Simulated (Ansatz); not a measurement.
A computed series for Rh: response to strain

The parent structure is Rh in the fcc (Cu type) structure (space group Fm-3m, No. 225; a = 3.755 Å; relaxed with 0.1 eV smearing). Axes: x, y, z lie along the cube axes.

Strains are applied to the cell and any free atomic positions relax; under biaxial strain the out-of-plane vector relaxes too.

Method: plane-wave PAW DFT at the LDA level (Ansatz, an electronic-structure program, 420 eV), without spin-orbit coupling.

Notes on the quantities. energy relative to the base: free energy F; in-plane stress: mean in-plane stress (compression positive).

| variant | energy relative to the base | out-of-plane strain | shortest interatomic distance | in-plane stress |
|---|---|---|---|---|
| base | 0 meV/atom | – | 2.655 Å | – |
| biaxial strain −3.00 %, plane normal [001], relaxed out of plane | +43 meV/atom | +2.81 % | 2.576 Å | +18.1 GPa |
| biaxial strain −2.50 %, plane normal [001], relaxed out of plane | +29 meV/atom | +2.32 % | 2.589 Å | +14.7 GPa |
| biaxial strain −2.00 %, plane normal [001], relaxed out of plane | +18 meV/atom | +1.85 % | 2.602 Å | +11.5 GPa |
| biaxial strain −1.50 %, plane normal [001], relaxed out of plane | +10 meV/atom | +1.37 % | 2.615 Å | +8.4 GPa |
| biaxial strain −1.00 %, plane normal [001], relaxed out of plane | +4.4 meV/atom | +0.91 % | 2.629 Å | +5.5 GPa |
| biaxial strain +0.50 %, plane normal [001], relaxed out of plane | +1.1 meV/atom | -0.45 % | 2.656 Å | -2.5 GPa |
| biaxial strain +1.00 %, plane normal [001], relaxed out of plane | +4.1 meV/atom | -0.90 % | 2.657 Å | -4.9 GPa |
| biaxial strain +2.50 %, plane normal [001], relaxed out of plane | +25 meV/atom | -2.24 % | 2.660 Å | -11.3 GPa |
| biaxial strain +3.00 %, plane normal [001], relaxed out of plane | +35 meV/atom | -2.68 % | 2.661 Å | -13.2 GPa |

No phonon test of stability was made. All final runs are without spin polarisation. Rh lies near a magnetic instability that expansion can trigger; it was not tested.
